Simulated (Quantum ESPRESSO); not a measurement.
Worked example: self-consistent single point of CsSbO3 (Pm-3m, 5 atoms in the cell) in Quantum ESPRESSO.

Level of theory: PBEsol, spin-orbit coupling, PseudoDojo fully relativistic norm-conserving (PBESOL) pseudopotentials (plane waves; Quantum ESPRESSO).

```xyz
5
Lattice="4.2160 0.0000 0.0000 0.0000 4.2160 0.0000 0.0000 0.0000 4.2160" Properties=species:S:1:pos:R:3 pbc="T T T"
Cs     0.0000     0.0000     0.0000
Sb     2.1080     2.1080     2.1080
O      2.1080     2.1080     0.0000
O      0.0000     2.1080     2.1080
O      2.1080     0.0000     2.1080
```

Reference input (self-consistent single point, DFT, PBEsol, plane waves, GBRV 1.5 ultrasoft (PBESOL) pseudopotentials): ecutwfc = 40 Ry; ecutrho = 200 Ry; occupations = smearing; smearing = fd; degauss = 0.0073499 Ry; potentials = {Cs: cs_pbesol_v1.uspp.F.UPF, Sb: sb_pbesol_v1.4.uspp.F.UPF, O: o_pbesol_v1.2.uspp.F.UPF}; K_POINTS = automatic 8 8 8 0 0 0; conv_thr = 1e-10 Ry; mixing_beta = 0.5. This run's input differs from it in these lines:

```diff
@@ -13,4 +13,3 @@
     ntyp = 3,
-    ecutwfc = 40,
-    ecutrho = 200,
+    ecutwfc = 85,
     occupations = 'smearing',
@@ -18,2 +17,4 @@
     degauss = 0.0073499,
+    noncolin = .true.,
+    lspinorb = .true.,
 /
@@ -24,5 +25,5 @@
 ATOMIC_SPECIES
-Cs   132.9055  cs_pbesol_v1.uspp.F.UPF
-Sb   121.7600  sb_pbesol_v1.4.uspp.F.UPF
-O     15.9990  o_pbesol_v1.2.uspp.F.UPF
+Cs   132.9055  Cs.upf
+Sb   121.7600  Sb.upf
+O     15.9990  O.upf
 ATOMIC_POSITIONS crystal
```

Log, with long lists cut:

```
     Self-consistent Calculation

     iteration #  1     ecut=    85.00 Ry     beta= 0.50

     total energy              =    -326.63619000 Ry
     estimated scf accuracy    <       1.28987749 Ry

     iteration #  2     ecut=    85.00 Ry     beta= 0.50

     total energy              =    -327.03512889 Ry
     estimated scf accuracy    <       0.40814148 Ry

     iteration #  3     ecut=    85.00 Ry     beta= 0.50

     total energy              =    -327.09892229 Ry
     estimated scf accuracy    <       0.01039664 Ry

   [... 7 blocks of this kind left out ...]

     iteration # 11     ecut=    85.00 Ry     beta= 0.50

     total energy              =    -327.10207531 Ry
     estimated scf accuracy    <          1.8E-10 Ry

     iteration # 12     ecut=    85.00 Ry     beta= 0.50
     End of self-consistent calculation

     the Fermi energy is     8.5840 ev

!    total energy              =    -327.10207531 Ry
     estimated scf accuracy    <          1.1E-11 Ry
     smearing contrib. (-TS)   =      -0.00436347 Ry
     internal energy E=F+TS    =    -327.09771184 Ry

     convergence has been achieved in  12 iterations

     Forces acting on atoms (cartesian axes, Ry/au):

     atom    1 type  1   force =     0.00000000    0.00000000    0.00000000
   [... zero for the other atoms too ...]

     Total force =     0.000000     Total SCF correction =     0.000000

          total   stress  (Ry/bohr**3)                   (kbar)     P=      -60.50
  -0.00041126   0.00000000   0.00000000          -60.50        0.00        0.00
   0.00000000  -0.00041126   0.00000000            0.00      -60.50        0.00
   0.00000000   0.00000000  -0.00041126            0.00        0.00      -60.50

   JOB DONE.
```

The run converged in 12 iterations. Against the reference run the pressure goes from -5.49 to -6.05 GPa.

The starting cell comes from a database of computed structures (which also holds hypothetical and non-ambient phases and stackings), without a prior relaxation at this level. Its lattice was rescaled by a random factor within 2.5 % of one. With a pressure of about -6 GPa the cell is away from its equilibrium volume at this level. The run gives no clean gap (levels at the Fermi energy touch, overlap or are partly filled at this smearing), which alone does not show that the compound is a metal.

Cost on one core of a shared machine: roughly 5 min.
